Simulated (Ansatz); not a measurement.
# Fermi-surface data of LiPd (Pm-3m)

```
CELL_PARAMETERS angstrom
      2.93804     0.00000     0.00000
      0.00000     2.93804     0.00000
      0.00000     0.00000     2.93804
ATOMIC_POSITIONS crystal
  Li 0.00000 0.00000 0.00000
  Pd 0.50000 0.50000 0.50000
```

These are PBEsol, rigid bands (plane waves, PAW, scalar-relativistic; Ansatz, a quantum-chemistry and plane-wave program) values and carry that method's errors. Cell: cell and atoms relaxed with PBEsol.

| Item | Result |
|---|---|
| density of states at the Fermi level | 0.818 states/(eV·cell), both spins |
| bare Sommerfeld coefficient | 0.96 mJ/(mol of atoms·K²) |
| Drude plasma energy | 7.2 eV |
| root-mean-square Fermi velocity | 7.8e5 m/s |
| resistivity times τ | 9.5 ×10⁻²² Ω·m·s |

A metal at this level (no band gap); rigid bands, thermally averaged at 300 K, both spins. Spin-orbit coupling is left out. τ is one relaxation time for all states.

Formula and space group known from diffraction (Crystallography Open Database), not checked to be the room-temperature form: LiPd (Pm-3m).
